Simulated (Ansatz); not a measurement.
Hexagonal WC was calculated with r²SCAN-D4 (Ansatz, a program for electronic structure, plane waves, PAW).

Run with plane-wave cutoff 560 eV, 24×24×20 k mesh (along the axes of the cell as run), Fermi–Dirac smearing 0.05 eV, no spin polarisation, scalar-relativistic PAW data made under PBE.

Computed points:

```json
[
 {"V (Å³/atom)": "9.945", "E − E_lowest (meV/atom)": "22.58", "P (GPa)": "18.08"},
 {"V (Å³/atom)": "10.152", "E − E_lowest (meV/atom)": "5.45", "P (GPa)": "8.57"},
 {"V (Å³/atom)": "10.360", "E − E_lowest (meV/atom)": "0.00", "P (GPa)": "0.00"},
 {"V (Å³/atom)": "10.567", "E − E_lowest (meV/atom)": "5.08", "P (GPa)": "-7.72"},
 {"V (Å³/atom)": "10.774", "E − E_lowest (meV/atom)": "19.64", "P (GPa)": "-14.68"}
]
```

**Question.** Estimate the bulk modulus from the pressures at 10.152 and 10.567 Å³/atom, and compare it with a fit to all energies.

**Answer.** B = −V dP/dV. Between V = 10.152 and 10.567 Å³/atom, dP/dV = (-7.72 − (8.57))/(10.567 − 10.152) = -39.3 GPa per Å³/atom; at the midpoint 10.360 Å³/atom this gives B ≈ 407 GPa. The third-order Birch–Murnaghan fit gives V0 = 10.360 Å³/atom, B0 = 407 GPa, B′ = 4.2, which lies within 1 % of that estimate.

Shape and atoms are relaxed at each volume.

Measured, for comparison: bulk modulus 384 ± 0.8 GPa (room temperature, no zero-point or thermal correction, adiabatic, ultrasonic, our sources range from 377 to 412; as tabulated in Compression behavior of WC and WC-6%Co up to 50 GPa (OSTI 1006718)). Computed (rounded) less measured: bulk modulus +6 % (inside the range of the sources held).

Note: the bulk modulus comes from volumes at which shape and atoms were relaxed.

Spin–orbit coupling is not included.

The computed numbers hold no vibrational or temperature effects.
